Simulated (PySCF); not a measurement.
PySCF 2.14.0, unrestricted PBE/def2-svpd, df: Cr(O)3 triplet ([O]=[Cr](=[O])=[O]), charge 0, multiplicity 3, 4 atoms. The geometry is a generated start, not checked to be a minimum at this level.

* **task**: energy
* **method**: pbe
* **basis**: def2-svpd
* **two-electron scheme**: density fitting
* **mol.max_memory**: 3000 MB
* **mf.max_cycle**: 100
* **mf.init_guess**: minao (default)
* **mf.DIIS**: CDIIS (default)
* **mf.conv_tol**: 1e-09 (default)
* **mf.grids.level**: 3 (default)
* **basis functions**: 103
* **grid points**: 63152

```xyz
4

Cr     0.1904    -0.1576    -0.2326
O     -1.0831    -1.0313    -0.0216
O     -0.1584     1.2484    -0.8085
O      1.0512    -0.0595     1.0627
```

Charge 0 and multiplicity 3 are set for this test and not shown to be the ground state.

One run each on 2 threads, 1 BLAS thread. Values of diis_space tried: 3, 5, 8 (default), 12, 20.

Question: Predict the course of the Fock builds along this series.

Answer: Fewest Fock builds, within one of each other: 8 (default) with 15, 12 with 15, 20 with 15. The count rises to 22 at 5. The run ends without SCF convergence in 100 cycles at 3.

| diis_space | Fock builds | end |
|---|---|---|
| 3 | 101 | no convergence |
| 5 | 22 | same solution |
| 8 (default) | 15 | same solution |
| 12 | 15 | same solution |
| 20 | 15 | same solution |
